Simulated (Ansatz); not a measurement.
# Fermi-surface data of W2C (P-31m)

```yaml
crystal:
  lattice:
    - [5.20147, 0.00000, 0.00000]
    - [-2.60073, 4.50460, 0.00000]
    - [0.00000, 0.00000, 4.73672]
  atoms:
    - { symbol: W, position: [0.66829, 0.66829, 0.24808] }
    - { symbol: W, position: [0.33171, 0.33171, 0.75192] }
    - { symbol: W, position: [0.33171, 0.00000, 0.24808] }
    - { symbol: W, position: [0.66829, 0.00000, 0.75192] }
    - { symbol: W, position: [0.00000, 0.33171, 0.24808] }
    - { symbol: W, position: [0.00000, 0.66829, 0.75192] }
    - { symbol: C, position: [0.00000, 0.00000, 0.00000] }
    - { symbol: C, position: [0.66667, 0.33333, 0.50000] }
    - { symbol: C, position: [0.33333, 0.66667, 0.50000] }
```

Calculation: PBEsol, rigid bands (plane waves, PAW, scalar-relativistic; Ansatz, a first-principles code). How the cell was made: cell and atoms relaxed with PBEsol.

The density of states at the Fermi level is 4.96 states/(eV·cell), both spins, the bare Sommerfeld coefficient is 1.30 mJ/(mol of atoms·K²) and the drude plasma energy is 5.0 eV. The root-mean-square Fermi velocity is 4.6e5 m/s. The resistivity times τ is 19.7 (x), 19.7 (y), 19.1 (z) ×10⁻²² Ω·m·s.

A metal at this level (no band gap); rigid bands, thermally averaged at 300 K, both spins. Spin-orbit coupling is left out, which matters with elements this heavy. τ is one relaxation time for all states.

Computed structure with no diffraction record at hand here (it may be known, metastable or hypothetical): W2C (P-31m).
